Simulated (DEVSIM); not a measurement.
Device: abrupt Si p-n junction, at 400 K.

Layer 1 from the left is Si, thickness (μm) 0.690, Na (cm⁻³) 2.7e18, τn (s) 0.00027, τp (s) 0.00027. Layer 2 from the left is Si, thickness (μm) 3.20, Nd (cm⁻³) 1.4e15, τn (s) 0.00027, τp (s) 0.00027.

Left contact: ohmic. Right contact: ohmic. Voltage is applied to the left contact. Recombination: SRH at mid-gap, radiative, Auger. Mobility is μmin + (μ − μmin)/(1 + (N/Nref)^α).

Constants are typed, rounded textbook-type inputs, not results; the design itself was drawn at random and stands for no fabricated device. Values at 300 K; Nc and Nv go as T^1.5, mobilities as T to minus their exponent, the gap by Varshni's rule with the affinity fixed.

Si: gap (eV) 1.124, affinity (eV) 4.05, permittivity 11.7, Nc (cm⁻³) 2.86e19, Nv (cm⁻³) 3.1e19, μn (cm²/Vs) 1417, μp (cm²/Vs) 470, μn,min 52, μp,min 45, Nref,n 9.7e16, Nref,p 2.2e17, αn 0.68, αp 0.72, T exponent of μn 2.3, T exponent of μp 2.2, B (cm³/s) 4.7e-15, Cn (cm⁶/s) 2.8e-31, Cp (cm⁶/s) 9.9e-32, Varshni α (eV/K) 0.000473, Varshni β (K) 636.

DEVSIM, 1D drift-diffusion, Boltzmann statistics, complete ionisation; no tunnelling, impact ionisation, image-force lowering or self-heating.

Dark forward current:

```tsv
|V| (V)	|J| (A/cm²)
0.05	0.0003934
0.10	0.002037
0.15	0.008909
0.20	0.03753
0.25	0.1553
0.30	0.6226
0.35	2.311
0.40	7.505
0.45	21.03
0.50	52.50
0.55	121.3
0.60	266.5
0.65	563.7
0.70	1146
0.75	2194
```

Question: Work out the local ideality factor n = ΔV / (kT/q · ln(J2/J1)) between the rows 0.15 and 0.20 V, 0.70 and 0.75 V.

Answer: kT/q = 34.47 mV. From 0.15 to 0.20 V: ln(0.03753/0.008909) = 1.438, n = 1.01, near the 1 of diffusion or emission over a barrier. From 0.70 to 0.75 V: ln(2194/1146) = 0.649, n = 2.23.

Question: Estimate the current at 0.20 V from the Shockley equation with J0 = Σ q ni² D/(N L) coth(W/L), τ joining the SRH, radiative and Auger lifetimes that are on, and W taken as the whole layer.

Answer: ni² = 3.22e25 cm⁻⁶; electrons in the p layer: μ = 93.3 cm²/Vs, D = 3.22 cm²/s, τ = 1.35e-6 s, L = 20.9 μm, W/L = 0.033, term 8.92e-8 A/cm²; holes in the n layer: μ = 244 cm²/Vs, D = 8.40 cm²/s, τ = 0.000269 s, L = 476 μm, W/L = 0.0067, term 9.69e-5 A/cm². J0 = 9.70e-5 A/cm², and J = J0 exp(qV/kT) = 0.0321 A/cm². The simulation gives 0.0375 A/cm²; the estimate lies 14 % below. The estimate leaves out recombination in the depletion region and that region's share of W.
